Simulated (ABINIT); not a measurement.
A self-consistent single point of LaMg₆Mo (Amm2, 8 atoms in the cell) with ABINIT.

Method of the run: LDA (PW92), PAW (JTH v2.0 LDA PAW) (plane waves; ABINIT).

The change in words: lattice scaled by 0.98. Reference geometry:
```yaml
crystal:
  lattice:
    - [4.98914, 0.00000, 0.00000]
    - [0.00000, 3.24505, 5.78493]
    - [0.00000, -3.24505, 5.78493]
  atoms:
    - { symbol: La, position: [0.00000, 0.80096, 0.80096] }
    - { symbol: Mg, position: [0.00000, 0.33147, 0.81347] }
    - { symbol: Mg, position: [0.00000, 0.81347, 0.33147] }
    - { symbol: Mg, position: [0.00000, 0.33523, 0.33523] }
    - { symbol: Mg, position: [0.50000, 0.18991, 0.66607] }
    - { symbol: Mg, position: [0.50000, 0.66607, 0.18991] }
    - { symbol: Mg, position: [0.50000, 0.17152, 0.17152] }
    - { symbol: Mo, position: [0.50000, 0.69135, 0.69135] }
```

Reference input (self-consistent single point, DFT, LDA (PW92), plane waves, PAW (JTH v2.0 LDA PAW)): pseudos = [La.LDA_PW-JTH.xml, Mg.LDA_PW-JTH.xml, Mo.LDA_PW-JTH.xml]; ecut = 26 Ha; pawecutdg = 52 Ha; pawxcdev = 0; occopt = 7; tsmear = 0.00183747 Ha; ngkpt = 4 3 3; nshiftk = 1; shiftk = 0 0 0; potentials = JTH v2.0 LDA PAW; nband = 54; kptopt = 1. This run's input differs from it in these lines:

```diff
@@ -3,7 +3,7 @@
 pseudos "La.LDA_PW-JTH.xml, Mg.LDA_PW-JTH.xml, Mo.LDA_PW-JTH.xml"
-acell 4.9891390000 6.6329362531 6.6329362531 Angstrom
+acell 4.8893560000 6.5002772978 6.5002772978 Angstrom
 rprim
          1.0000000000    0.0000000000    0.0000000000
-         0.0000000000    0.4892335575    0.8721528113
-         0.0000000000   -0.4892335575    0.8721528113
+         0.0000000000    0.4892335902    0.8721527929
+         0.0000000000   -0.4892335902    0.8721527929
 natom 8
@@ -13,10 +13,10 @@
 xcart
-         0.0000000000    0.0000000000    9.2670014733
-         0.0000000000   -1.5641165100    6.6234023340
-         0.0000000000    1.5641165100    6.6234023340
-         0.0000000000    0.0000000000    3.8785668496
-         2.4945695000   -1.5451653888    4.9517878053
-         2.4945695000    1.5451653888    4.9517878053
-         2.4945695000    0.0000000000    1.9844637594
-         2.4945695000    0.0000000000    7.9988282418
+         0.0000000000   -0.0000000000    9.0816609312
+         0.0000000000   -1.5328342280    6.4909339209
+         0.0000000000    1.5328342280    6.4909339209
+         0.0000000000   -0.0000000000    3.8009952981
+         2.4446780000   -1.5142621286    4.8527517753
+         2.4446780000    1.5142621286    4.8527517753
+         2.4446780000    0.0000000000    1.9447743744
+         2.4446780000   -0.0000000000    7.8388512345
       Angstrom
```

The program printed (abridged):

```
--- !BeginCycle
solver: {iscf: 17, nstep: 80, nline: 4, wfoptalg: 10, }
tolerances: {tolvrs: 1.00E-11, }
...

     iter   Etot(hartree)      deltaE(h)  residm     nres2
 ETOT  1  -477.49190884501    -4.775E+02 2.522E+00 4.176E+02
 ETOT  2  -484.21142959351    -6.720E+00 8.227E-01 4.182E+02
 ETOT  3  -482.70599123911     1.505E+00 7.337E-02 1.407E+02
 ETOT  4  -482.52428509477     1.817E-01 9.226E-02 7.156E+01
 ETOT  5  -482.33795977309     1.863E-01 9.831E-03 3.998E+01
   [... 11 lines left out ...]
 ETOT 17  -482.10499661314     4.985E-11 8.652E-04 1.977E-09
 ETOT 18  -482.10499661314     3.638E-12 1.743E-04 2.146E-10
 ETOT 19  -482.10499661313     5.798E-12 2.775E-04 1.034E-11
 ETOT 20  -482.10499661313    -2.387E-12 9.663E-05 1.709E-12
 At SCF step   20       nres2   =  1.71E-12 < tolvrs=  1.00E-11 =>converged.

 Cartesian components of stress tensor (hartree/bohr^3)
  sigma(1 1)=  7.22457748E-05  sigma(3 2)=  0.00000000E+00
  sigma(2 2)=  4.63287520E-05  sigma(3 1)=  0.00000000E+00
  sigma(3 3)=  2.43980688E-05  sigma(2 1)=  0.00000000E+00

 ----iterations are completed or convergence reached----

 reduced coordinates (array xred) for    8 atoms
       0.000000000000      0.800960000014      0.800960000014
       0.000000000000      0.331469999987      0.813470000033
       0.000000000000      0.813470000033      0.331469999987
       0.000000000000      0.335230000006      0.335230000006
       0.500000000000      0.189909999991      0.666070000024
       0.500000000000      0.666070000024      0.189909999991
   [... lines left out ...]
 Fermi (or HOMO) energy (hartree) =   0.19540   Average Vxc (hartree)=  -0.34617
   [... lines left out ...]
'-kT*entropy'       : -3.38089208040108E-04
total_energy        : -4.82104997088960E+02
total_energy_eV     : -1.31187441366119E+04
...

-Cartesian components of stress tensor (GPa)         [Pressure= -1.4021E+00 GPa]
- sigma(1 1)=  2.12554372E+00  sigma(3 2)=  0.00000000E+00
- sigma(2 2)=  1.36303871E+00  sigma(3 1)=  0.00000000E+00
- sigma(3 3)=  7.17815845E-01  sigma(2 1)=  0.00000000E+00

 Calculation completed.
```

The run converged in 20 iterations. Against the reference run the free energy goes down by 23.1 meV/atom, the pressure goes from -3.93 to -1.40 GPa and the largest force goes from 0.159 to 0.144 eV/Å.

The starting cell comes from a database of computed structures (which also holds hypothetical and non-ambient phases and stackings), without a prior relaxation at this level. Its lattice was rescaled by a random factor within 2.5 % of one. For this run, on top of that: lattice scaled by 0.98. Spin polarisation is off.

Cost on one core of a shared machine: roughly 8 min.
